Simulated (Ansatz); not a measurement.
**Equilibrium volume per atom of SnS (model structure, started from the WC type, P-6m2, No. 187, 2 atoms in the cell) at several levels of theory**

No measured value is used here.

Put these levels in order of the equilibrium volume per atom that they give for SnS (model structure, started from the WC type, P-6m2, No. 187, 2 atoms in the cell), smallest first: PBE (Ansatz, a program for electronic structure), PBE-D3(BJ) (Ansatz), PBEsol (Ansatz).

PBEsol (23.25 Å³/atom), PBE-D3(BJ) (23.65 Å³/atom), PBE (24.95 Å³/atom)

PBE-D3(BJ): a distance lies near a switch of the dispersion term, which can move the cell. Ansatz's density-functional and Hartree–Fock values are scalar-relativistic unless marked +SOC, with PAW data made under PBE.

A model structure was made by putting elements into a prototype or built by hand; it is no filed structure, need not be a known phase, and can be a saddle point held by its symmetry.
